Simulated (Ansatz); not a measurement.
Start from CaF₂ in the rutile structure (space group P4_2/mnm, No. 136; a = 5.155 Å, c = 3.541 Å; a hypothetical phase, not in the database extracts checked). Axes: x, y, z lie along a, b, c of the conventional cell.

It is then changed as follows: the symmetric strain tensor [0.0109 0.0169 0.0075; 0.0169 -0.0059 0.0008; 0.0075 0.0008 -0.0174], atoms relaxed at fixed cell.

Levels (all Ansatz, an electronic-structure program, PAW): PBEsol (420 eV, no SOC); r2SCAN (500 eV, no spin-orbit coupling).

The geometry is relaxed with PBEsol.

| Property | Value |
|---|---|
| PBEsol lowest conduction level above the VBM at special points | Γ 6.92 eV; Z 8.66 eV; U 8.67 eV; X 8.71 eV |
| PBEsol pressure | 1.24 GPa |
| PBEsol gap character | direct at Γ |

Question: What does r2SCAN give at this geometry for the lowest conduction level above the VBM at special points, pressure and gap character?

Answer: The lowest conduction level above the VBM at special points changes from Γ 6.92 eV; Z 8.66 eV; U 8.67 eV; X 8.71 eV to Γ 7.74 eV; Z 9.49 eV; U 9.55 eV; X 9.54 eV; the pressure goes up by 0.86 GPa, from 1.24 GPa to 2.10 GPa; the gap character remains direct at Γ.

Single points use the geometry relaxed with PBEsol. Their cutoffs differ, which shifts pressures a little. Stability against distortions was not tested. k-point labels follow each cell's own Brillouin zone.
